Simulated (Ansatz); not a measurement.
## The (332) surface of fcc Pt in its 1x1 cell, outermost plane spacing 0.42 Å in the ideal cut

Computed with r2SCAN, at the PBE geometry (plane waves to 500 eV, PAW; Ansatz, an electronic-structure program).

Slab: 25 atoms, 10.2 Å thick at the start (thin: gaps and levels are the slab's own); k 13x3x1, smearing 0.1 eV, dipole-corrected; single point; on the structure that PBE left under its start's symmetry; no spin, no spin-orbit, no U.

The surface energy (mean of both faces) comes out as 1.80 J/m². The work function of the top face is 5.59 eV. The cost is about 19 core-minutes (a rough figure).
